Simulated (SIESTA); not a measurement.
# Relaxation of the atoms of Cr2C (P-3m1, 3 atoms in the cell) at several settings

```yaml
crystal:
  lattice:
    - [2.83384, 0.00000, 0.00000]
    - [-1.41692, 2.45418, 0.00000]
    - [0.00000, 0.00000, 4.25842]
  atoms:
    - { symbol: Cr, position: [0.66667, 0.33333, 0.24671] }
    - { symbol: Cr, position: [0.33333, 0.66667, 0.75329] }
    - { symbol: C, position: [0.00000, 0.00000, 0.50000] }
```

Base: GGA PBEsol, numerical atomic orbitals DZP, PseudoDojo PBEsol standard norm-conserving potentials (rewritten from UPF to PSML) run with SIESTA. Its settings: XC.functional = GGA; XC.authors = PBEsol; potentials = PseudoDojo PBEsol standard; PAO.BasisSize = DZP; PAO.EnergyShift = 0.01 Ry; MeshCutoff = 400 Ry; kgrid.MonkhorstPack = 11 11 6; OccupationFunction = FD; ElectronicTemperature = 0.1 eV; MaxSCFIterations = 150; SCF.Mixer.Method = Pulay; SCF.Mixer.Weight = 0.1; SCF.Mixer.History = 8; SCF.DM.Tolerance = 1.0E-05. Starting volume 9.87 Å³ per atom.

Each line gives the change from the base single point and the result:

- atoms moved at random; MD.TypeOfRun: default → Broyden; MD.Steps: default → 40; MD.MaxForceTol: default → 0.03 eV/Ang: pressure -11.74 GPa; largest force (vector length) 0.031 eV/Å; relaxation steps 4; free energy against the base single point -0.6 meV/atom.
- MD.TypeOfRun: default → Broyden; MD.Steps: default → 40; MD.MaxForceTol: default → 0.02 eV/Ang: pressure -11.76 GPa; largest force (vector length) 0.007 eV/Å; relaxation steps 3; free energy against the base single point -0.6 meV/atom.
- atoms moved at random; SCF.DM.Tolerance: 1.0E-05 → default; SCF.DM.Converge: default → false; SCF.H.Converge: default → false; SCF.FreeE.Converge: default → true; SCF.FreeE.Tolerance: default → 1.0E-03 eV; MD.TypeOfRun: default → Broyden; MD.Steps: default → 40; MD.MaxForceTol: default → 0.03 eV/Ang: pressure -11.71 GPa; largest force (vector length) 0.013 eV/Å; relaxation steps 5; free energy against the base single point -0.6 meV/atom.

The starting cell comes from a database of computed structures (which also holds hypothetical and non-ambient phases and stackings), without a prior relaxation at this level. Its lattice was rescaled by a random factor within 2.5 % of one. Spin polarisation is off. Values carry the incompleteness of an atom-centred basis.
